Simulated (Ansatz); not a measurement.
The starting structures come from a database of crystals and need not be the phases stable at ambient conditions.

 Where the default PAW files enter, the runs use the earlier of Ansatz's two default sets.

By PBEsol, the system below comes out a metal.

A figure of merit of an interconnect metal is its ballistic conductance per area.

Given:

```xyz
3
Lattice="3.0050 0.0000 0.0000 -1.5025 2.6024 0.0000 1.5025 0.8675 7.2046" Properties=species:S:1:pos:R:3 pbc="T T T"
Ag     0.0000     0.0000     0.0000
Ag     1.5025     0.8675     2.4002
Ag     1.5025     2.6024     4.8044
```

Space group of this cell: R-3m. The cell is strained (lengths across the current scaled by 1.02, ions clamped); by PBEsol its mean pressure is -10.0 GPa.

The current flows along the normal of the first two printed cell vectors, the (001) (indices of the unstrained crystal) plane of the conventional cell. No spin-orbit coupling; the value is a mean over 0.1 eV about the Fermi level.

**Question.** Compute, with Ansatz (a first-principles code) with PBEsol, the ballistic conductance per area.

**Answer.** 0.82 × 10¹⁵ S/m² for both spins.
